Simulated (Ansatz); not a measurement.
Abridged Ansatz (a program for electronic structure) output:

```
Relaxation: its limit of steps is 50 (relax.max_steps)
Pseudopotential: Al, paw, valence charge 3
Crystal: 1 atoms, lattice volume = 14.878 Å³
Basis set: ecut = 420 eV, 283 PW (Γ), exchange–correlation on 40×40×40 points (8 copies of the dense FFT grid, shifted against one another)
Bands: 6, of which v1, the nominal top of the filled ones, is band 2 counted from 1 (1 counted from 0)
Symmetry: 48 space group operations
k-points: 624 of 21952
Functional: x = slater, c = lda
SCF iter   1: F=—  HF=-512.868933 eV  |F-HF|=—  |Δ(HF+E_count)|=         —  Δρ=3.68e-3  dr2=1.88e-3  ethr=1.77e-3  ⟨swp⟩=4.9  Hψ=32969  notcnv=0
SCF iter   2: F=—  HF=-512.868220 eV  |F-HF|=—  |Δ(HF+E_count)|=   7.13e-4  Δρ=1.67e-3  dr2=3.77e-4  ethr=6.27e-5  ⟨swp⟩=1.0  Hψ=8746  notcnv=0  defer=1
SCF 1 converged in 6 iterations: F = -512.868051 eV  dr2 = 4.40e-15
relax step   1: F+E_penalty+E_count = -512.86805112 eV  Δ(F+E_penalty+E_count) = +0.000e0 eV  max|allowed force component| = 0.000e0 eV/Å  Δτ_max = 0.0000 Å  (6 SCF iters, accepted)
SCF converged after 6 iterations
Free energy (F): -512.868051 eV
Internal energy: -512.855222 eV  (E = F + TS)
E sigma→0 (E₀):  -512.861637 eV
Entropy (-TS):   -0.012829 eV (-12.829 meV/atom)
Fermi energy:    8.853112 eV
--- Forces (eV/Å), atoms counted from 1 ---
  atom   1  Al     0.00000000     0.00000000     0.00000000
--- Stress (GPa, compression-positive) ---
        5.832178       0.000000      -0.000000
        0.000000       5.832178      -0.000000
       -0.000000       0.000000       5.832178
  P = ⅓ Tr σ = 5.8322 GPa (58.322 kbar)
--- Relaxed structure (1 steps of the walk, 1 accepted, 0 SCFs on fresh bases) ---
  atoms:
    - { symbol: Al, position: [0.0, 0.0, 0.0] }
```

Task: What was computed, and what are the main results?

Result: Al, 1 atom in the cell, with Ansatz LDA, spin-orbit coupling left out. The last SCF converged to F = -512.868051 eV, or -512.8681 eV per atom, at a pressure of 5.83 GPa. The total energy compares only with runs of the same code, potentials and settings.

The cells carry an imposed strain or load. Stability against distortions was not tested. The cell was made from Al in the fcc (Cu type) structure (space group Fm-3m, No. 225) by this change: isotropic strain −2.00 %.

Keys are those of Ansatz 0.2.
